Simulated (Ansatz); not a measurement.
The structure below was relaxed with DFT with r2SCAN, PAW potentials and a 500 eV plane-wave cutoff in Ansatz (a first-principles code), spin-orbit coupling left out, at pressure 1.8 GPa.

Space group Fm-3m (No. 225); a = b = c = 5.4851 Å, α = β = γ = 90.00°

```
atom  site  symmetry       x       y       z
----  ----  --------  ------  ------  ------
Cl      4a      m-3m  0.0000  0.0000  0.0000
Ag      4b      m-3m  0.5000  0.5000  0.5000
```

**Question.** Write out a cell with all atoms.

**Answer.** 
```xyz
8
Lattice="5.4851 0.0000 0.0000 0.0000 5.4851 0.0000 0.0000 0.0000 5.4851" Properties=species:S:1:pos:R:3 pbc="T T T"
Cl     0.0000     0.0000     0.0000
Ag     2.7425     0.0000     0.0000
Cl     0.0000     2.7425     2.7425
Ag     2.7425     2.7425     2.7425
Cl     2.7425     0.0000     2.7425
Ag     0.0000     0.0000     2.7425
Cl     2.7425     2.7425     0.0000
Ag     0.0000     2.7425     0.0000
```
This is the conventional cell.

Load acts through the strain it causes; cell and atoms are relaxed under it. No phonon test of stability was made. The cell was made from AgCl in the rock salt structure (space group Fm-3m, No. 225) by this change: pressure 1.8 GPa.
